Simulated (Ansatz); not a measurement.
A computed series for MoS2: pressure series

Start from MoS2 in the 3R-MoS2 type structure (space group R3m, No. 160; a = 3.153 Å, c = 17.994 Å (hexagonal axes); layered, stacked along the Cartesian z axis).

Cell and atoms are relaxed at each pressure.

Computed with PBE-D3(BJ) (Ansatz, a program for electronic structure; PAW; 420 eV plane waves; no spin-orbit coupling), earlier PAW set.

Notes on the quantities. enthalpy: H = E + PV relative to the base's energy.

```tsv
variant	c/a ratio	enthalpy	lattice parameter a
base	5.706	–	3.153 Å
pressure −2 GPa	6.003	-0.22 eV/atom	3.171 Å
pressure −1 GPa	5.803	-0.11 eV/atom	3.162 Å
pressure 3 GPa	5.547	+0.31 eV/atom	3.130 Å
pressure 7 GPa	5.443	+0.71 eV/atom	3.104 Å
pressure 15 GPa	5.344	+1.47 eV/atom	3.057 Å
pressure 30 GPa	5.273	+2.78 eV/atom	2.985 Å
pressure 50 GPa	5.261	+4.40 eV/atom	2.908 Å
pressure 75 GPa	5.296	+6.27 eV/atom	2.828 Å
pressure 100 GPa	5.346	+8.01 eV/atom	2.762 Å
```

The mesh was chosen for an insulator and is coarse for the gapless case. Load acts through the strain it causes; cell and atoms are relaxed under it. Whether these cells are dynamically stable was not tested. Competing high-pressure phases were not computed. All final runs are without spin polarisation.
